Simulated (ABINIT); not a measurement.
**Pressure against volume in wurtzite SiC (space group 186) (ABINIT, LDA)**

```
CELL_PARAMETERS angstrom
      2.96021     0.00000     0.00000
     -1.48011     2.56362     0.00000
      0.00000     0.00000     4.85359
ATOMIC_POSITIONS crystal
  Si 0.33333 0.66667 0.00000
  Si 0.66667 0.33333 0.50000
  C  0.33333 0.66667 0.37500
  C  0.66667 0.33333 0.87500
```

Method of the run: LDA (PW92), norm-conserving pseudopotentials (PseudoDojo nc-sr-04 LDA standard) (plane waves; ABINIT). Settings: pseudos = [Si.upf, C.upf]; ecut = 53 Ha; occopt = 3; tsmear = 0.01 eV; ngkpt = 12 12 7; nshiftk = 1; shiftk = 0 0 0; potentials = PseudoDojo nc-sr-04 LDA standard; nband = 13; kptopt = 1; nstep = 50; tolvrs = 1e-10. The cell above is the first row's. The rows scale it uniformly. In all rows fractional positions and the k mesh are held.

| V (Å^3/atom) | P (GPa) |
|---|---|
| 9.208 | 25.94 |
| 9.408 | 19.25 |
| 9.609 | 13.17 |
| 9.809 | 7.64 |
| 10.009 | 2.62 |
| 10.209 | -1.94 |
| 10.409 | -6.08 |
| 10.610 | -9.85 |
| 10.810 | ? |

Fit P of the 8 rows that show it with a cubic. With u = V - 9.9, the rows have u = -0.6920, -0.4920, -0.2910, -0.0910, 0.1090, 0.3090, 0.5090, 0.7100. Least squares gives P = 5.293 - 25.1943·u + 6.0747·u² - 0.8962·u³. Residuals (row less fit): 0.007, -0.016, 0.009, 0.003, 0.002, -0.002, -0.005, 0.003; standard error 0.010 (degrees of freedom: 4). The fitted pressure is zero at V0 = 10.12, where dP/dV = -22.63, so B0 = -V0·dP/dV = 229 GPa.

Question: What does the fit predict for P at V = 10.810, and how far is the calculated value from it?

Answer: u = 0.9100, so P = 5.293 - 25.1943 × 0.9100 + 6.0747 × 0.9100² - 0.8962 × 0.9100³ = -13.279 GPa. The calculation gives -13.26 GPa, 0.019 GPa above the prediction (under 0.05 % of the range of P in the table). The row lies outside the fitted rows, so this is an extrapolation. From the scatter of the fitted rows alone, a prediction at this place has a standard error of 0.027 GPa, so the miss is 0.7 times that.

Carrying the step between the two nearest rows on in a straight line would have given -13.60, off by 0.34; series whose last step already gives the withheld value aren't shown. The scan was laid around a cell of about the measured size, scaled by a guess for this functional; axis ratios and inner coordinates come from that cell. This is the 2H polytype. The runs keep the symmetry of the cell, so they don't test it for distortions. The shape of the cell and the inner coordinates aren't relaxed, so V0 and B0 belong to this uniform scaling; a relaxed crystal lies no higher in energy and is usually softer (forces reach 0.09 eV/Å in these rows). Cutoffs and mesh are single choices, not tested for convergence of this quantity. Series with a scatter that would blur these digits, or in which a gap closes, are not shown.
